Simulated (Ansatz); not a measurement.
# Short convergence ladders for Sr (Fm-3m, 1 atom in the cell)

```yaml
crystal:
  lattice:
    - [0.00000, 3.03088, 3.03088]
    - [3.03088, 0.00000, 3.03088]
    - [3.03088, 3.03088, 0.00000]
  atoms:
    - { symbol: Sr, position: [0.00000, 0.00000, 0.00000] }
```

Base method: PBE (plane waves, PAW; Ansatz, an electronic-structure program).

Base settings: basis.ecutwfc = 420 eV; kpoints.mp_grid.grid = 9 9 9; hamiltonian.xc = pbe; hamiltonian.pseudopotentials = {kind: paw} (the program's default PAW files); scf.occupations.method = fermi_dirac; scf.occupations.width = 0.1 eV.

The count of work is k-points × plane waves × bands × iterations; it is no time. 

**The cutoff for other potential files**

Level: DFT, PBE, plane waves, harder PAW files (source: ansatz).

In this ladder: hamiltonian.pseudopotentials = {kind: paw, source: ansatz}.

The second cell is the first with its lattice scaled by 0.98.

The mesh stays at the base's, so the ladder's end is converged at best in this setting alone.

The first pressure column holds Ansatz's estimate of the finite-basis (Pulay) stress, which hides part of the cutoff error; the other is without it.

Only quantities that move along the ladder and can be compared are tabulated.

| basis.ecutwfc | free energy less the last step's (meV/atom) | energy of the compressed cell less the first (meV/atom) | pressure (GPa) | pressure without the Pulay estimate (GPa) | count of work / last |
|---|---|---|---|---|---|
| 160 eV | 2019.72 | 14.75 | 0.01 | -24.17 | 0.11 |
| 195 eV | 495.62 | 1.20 | -0.08 | -7.94 | 0.14 |
| 245 eV | 50.25 | 4.81 | -0.13 | -1.31 | 0.18 |
| 300 eV | 2.20 | 4.81 | -0.13 | -0.20 | 0.27 |
| 350 eV | 0.48 | 4.76 | -0.13 | -0.13 | 0.36 |
| 420 eV | 0.26 | 4.76 | -0.13 | -0.13 | 0.45 |
| 525 eV | 0.14 | 4.76 | -0.13 | -0.13 | 0.61 |
| 700 eV | 0.00 | 4.76 | -0.13 | -0.13 | 1.0 |

Coarsest basis.ecutwfc that holds the free energy within 2 meV/atom of the last step, with all finer ones: 350 eV, at 0.36 of the last step's count of work; the step before is off by 2.2 meV/atom.

Coarsest basis.ecutwfc that holds the pressure within 0.1 GPa of the last step, with all finer ones: 195 eV, at 0.14 of the last step's count of work; the step before is off by 0.14 GPa.

Coarsest basis.ecutwfc that holds the pressure without the Pulay estimate within 1 GPa of the last step, with all finer ones: 300 eV, at 0.27 of the last step's count of work; the step before is off by 1.2 GPa.

The energy difference between the two cells stays within 1 meV/atom of the last step's from 245 eV on, the total only from 350 eV on: much of the error is common to both cells and cancels.

At the lowest cutoff the pressure without the Pulay estimate lies 24.0 GPa under the last step's, the usual sign of Pulay stress in an incomplete plane-wave basis.

**The relaxed cell against the cutoff**

In this ladder: relax = cell and atoms.

The mesh stays at the base's, so the ladder's end is converged at best in this setting alone.

Only quantities that move along the ladder and can be compared are tabulated.

```csv
basis.ecutwfc,relaxed volume (Å³/atom),relaxation steps
210 eV,54.985,7
250 eV,55.321,4
295 eV,55.147,4
355 eV,55.063,4
420 eV,55.056,4
505 eV,55.054,4
630 eV,55.055,4
840 eV,55.055,4
```

Coarsest basis.ecutwfc that holds the relaxed volume within 0.11 Å³/atom of the last step, with all finer ones: 295 eV; the step before is off by 0.27 Å³/atom.

On the base run: the starting cell has typed, rounded lattice constants, without a prior relaxation at this level. Its lattice was rescaled by up to half a per cent.

Keys are those of Ansatz 0.2.
